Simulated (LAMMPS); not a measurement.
System: Al (fcc) with 90 % of Al sites Co, 4000 atoms, at 300 K and 0 GPa, heated as the crystal.

Method: classical MD, pair style eam/alloy, file CoAl.eam.alloy; code LAMMPS.

```
Property                                                                           Result
---------------------------------------  ------------------------------------------------
state found                                           crystal; no diffusion seen in 30 ps
density                                                             8.2382 ± 0.0001 g/cm³
volume per atom                                                       11.2349 ± 0.0001 Å³
enthalpy per atom                                                     -4.3741 ± 0.0001 eV
first peak of g(r), Al-Co                                              2.51 Å, height 7.7
coordination number of Al by Co                                  10.8 (counted to 3.02 Å)
coordination number of Co by Al                                  1.20 (counted to 3.02 Å)
first peak of g(r), Co-Co                                              2.51 Å, height 9.3
coordination number of Co by Co                                  10.8 (counted to 3.02 Å)
first peak of g(r), Al-Al                                              2.68 Å, height 6.0
coordination number of Al by Al                                  1.18 (counted to 3.14 Å)
most common Al-Co-Co angle               in the 3° bin centred on 58.5° (mean of all 97°)
most common Co-Co-Co angle               in the 3° bin centred on 58.5° (mean of all 98°)
most common Co-Al-Co angle               in the 3° bin centred on 61.5° (mean of all 98°)
mean frequency of the velocity spectrum                                           6.6 THz
cost                                                               roughly 6 core-minutes
```

Potential: file CoAl.eam.alloy of the LAMMPS distribution; its header cites Vailhe and Farkas, J Mater Res, 12, 2559 (1997).

Caution: the random arrangement on this lattice is imposed, and need not be a phase that exists in equilibrium.

States go by the mean squared displacement: a species diffuses where it passes 1.5 Å², still rises and gives D over 1e-6 cm²/s; a crystal has left its structure where atoms lie 0.35 Å off their sites on average or a cubic box changes its shape by 3 %.

Uncertainties are statistical and leave out the potential's own error.

| r (Å) | g(r), Al-Co | g(r), Co-Co | g(r), Al-Al |
|---|---|---|---|
| 2.140 | 0.000 | 0.000 | 0.000 |
| 2.180 | 0.001 | 0.000 | 0.000 |
| 2.220 | 0.013 | 0.001 | 0.000 |
| 2.260 | 0.088 | 0.015 | 0.000 |
| 2.300 | 0.364 | 0.108 | 0.000 |
| 2.340 | 1.09 | 0.569 | 0.000 |
| 2.380 | 2.51 | 1.90 | 0.000 |
| 2.420 | 4.65 | 4.52 | 0.000 |
| 2.460 | 6.70 | 7.64 | 0.086 |
| 2.500 | 7.72 | 9.26 | 0.334 |
| 2.540 | 7.28 | 8.28 | 1.14 |
| 2.580 | 5.37 | 5.52 | 3.10 |
| 2.620 | 3.44 | 2.89 | 5.34 |
| 2.660 | 1.85 | 1.22 | 6.00 |
| 2.700 | 0.867 | 0.432 | 6.00 |
| 2.740 | 0.364 | 0.126 | 5.69 |
| 2.780 | 0.126 | 0.030 | 3.59 |
| 2.820 | 0.052 | 0.007 | 2.35 |
| 2.860 | 0.015 | 0.002 | 1.27 |
| 2.900 | 0.006 | 0.000 | 0.788 |
| 2.940 | 0.002 | 0.000 | 0.241 |
| 2.980 | 0.001 | 0.000 | 0.134 |
| 3.020 | 0.000 | 0.000 | 0.074 |
| 3.060 | 0.000 | 0.000 | 0.016 |
| 3.100 | 0.001 | 0.000 | 0.000 |
| 3.140 | 0.002 | 0.000 | 0.008 |
| 3.180 | 0.011 | 0.000 | 0.007 |
| 3.220 | 0.019 | 0.003 | 0.022 |
| 3.260 | 0.061 | 0.014 | 0.070 |
| 3.300 | 0.138 | 0.043 | 0.130 |
| 3.340 | 0.261 | 0.134 | 0.240 |
| 3.380 | 0.459 | 0.329 | 0.496 |
| 3.420 | 0.733 | 0.664 | 0.669 |
| 3.460 | 1.07 | 1.12 | 1.05 |
| 3.500 | 1.31 | 1.57 | 1.09 |
| 3.540 | 1.39 | 1.83 | 1.28 |
| 3.580 | 1.39 | 1.78 | 1.33 |
| 3.620 | 1.23 | 1.40 | 1.21 |
| 3.660 | 0.954 | 0.901 | 1.21 |
| 3.700 | 0.627 | 0.506 | 1.02 |
| 3.740 | 0.390 | 0.224 | 0.730 |
| 3.780 | 0.227 | 0.088 | 0.339 |
| 3.820 | 0.111 | 0.028 | 0.291 |
| 3.860 | 0.055 | 0.009 | 0.175 |
| 3.900 | 0.026 | 0.002 | 0.078 |
| 3.940 | 0.011 | 0.001 | 0.067 |
| 3.980 | 0.009 | 0.001 | 0.099 |
| 4.020 | 0.034 | 0.003 | 0.166 |
| 4.060 | 0.096 | 0.014 | 0.325 |
| 4.100 | 0.273 | 0.068 | 0.660 |
| 4.140 | 0.607 | 0.242 | 1.17 |
| 4.180 | 1.17 | 0.702 | 1.78 |
| 4.220 | 1.96 | 1.60 | 2.42 |
| 4.260 | 2.94 | 2.97 | 3.04 |
| 4.300 | 3.81 | 4.39 | 3.13 |
| 4.340 | 4.14 | 5.21 | 3.39 |
| 4.380 | 3.98 | 4.97 | 3.08 |
| 4.420 | 3.32 | 3.81 | 2.60 |
| 4.460 | 2.45 | 2.37 | 2.02 |
| 4.500 | 1.64 | 1.22 | 1.50 |
| 4.540 | 0.944 | 0.499 | 1.02 |
| 4.580 | 0.514 | 0.173 | 0.771 |
| 4.620 | 0.254 | 0.047 | 0.506 |
| 4.660 | 0.107 | 0.011 | 0.295 |
| 4.700 | 0.056 | 0.004 | 0.179 |
| 4.740 | 0.053 | 0.008 | 0.143 |
| 4.780 | 0.109 | 0.031 | 0.179 |
| 4.820 | 0.247 | 0.112 | 0.314 |
| 4.860 | 0.468 | 0.305 | 0.549 |
| 4.900 | 0.805 | 0.682 | 0.841 |
| 4.940 | 1.16 | 1.22 | 1.17 |
| 4.980 | 1.46 | 1.71 | 1.24 |
| 5.020 | 1.59 | 1.97 | 1.25 |
| 5.060 | 1.48 | 1.79 | 1.19 |
| 5.100 | 1.22 | 1.33 | 0.980 |
| 5.140 | 0.872 | 0.813 | 0.702 |
| 5.180 | 0.551 | 0.399 | 0.469 |
| 5.220 | 0.354 | 0.164 | 0.328 |
| 5.260 | 0.210 | 0.060 | 0.250 |
| 5.300 | 0.139 | 0.026 | 0.247 |
| 5.340 | 0.178 | 0.039 | 0.321 |
| 5.380 | 0.325 | 0.113 | 0.417 |
| 5.420 | 0.544 | 0.299 | 0.639 |
| 5.460 | 0.922 | 0.678 | 0.945 |
| 5.500 | 1.38 | 1.28 | 1.25 |
| 5.540 | 1.87 | 2.01 | 1.53 |
| 5.580 | 2.16 | 2.64 | 1.83 |
| 5.620 | 2.34 | 2.89 | 1.87 |
| 5.660 | 2.21 | 2.64 | 1.98 |
| 5.700 | 1.86 | 2.00 | 1.52 |
| 5.740 | 1.34 | 1.26 | 1.24 |
| 5.780 | 0.900 | 0.668 | 0.905 |
| 5.820 | 0.531 | 0.297 | 0.671 |
| 5.860 | 0.307 | 0.110 | 0.430 |
| 5.900 | 0.183 | 0.050 | 0.334 |
| 5.940 | 0.154 | 0.050 | 0.302 |
| 5.980 | 0.195 | 0.114 | 0.233 |
| 6.020 | 0.318 | 0.257 | 0.356 |
| 6.060 | 0.469 | 0.471 | 0.422 |
| 6.100 | 0.604 | 0.704 | 0.563 |
| 6.140 | 0.689 | 0.840 | 0.617 |
| 6.180 | 0.662 | 0.828 | 0.677 |
| 6.220 | 0.579 | 0.650 | 0.603 |
